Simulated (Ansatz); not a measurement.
Response to strain in SiC

Take SiC in the zinc blende structure (space group F-43m, No. 216; a = 4.3569 Å) as the base. Axes: x, y, z lie along the cube axes.

Strains are applied to the cell and any free atomic positions relax.

Calculations: plane-wave PAW DFT at the PBEsol level (Ansatz, a program for electronic structure, 420 eV), without spin-orbit coupling.

Notes on the quantities. energy relative to the base: free energy F.

```tsv
uniaxial strain ε_zz (%)	energy relative to the base (meV/atom)
0	0.0
0.5	0.3
1	1.3
1.5	?
2	5.0
2.5	7.8
3	11.2
```

### Question
Fit ΔE = Aε² + Bε³ (ε in %) to the rows shown and predict the withheld row.

### Answer
Least squares on the printed values gives A = 1.27 and B = -0.0094 meV/atom (largest residual 0.0 meV/atom); this predicts 2.8 meV/atom, and the run gives 2.8 meV/atom, in agreement.

Whether these cells are dynamically stable was not tested.
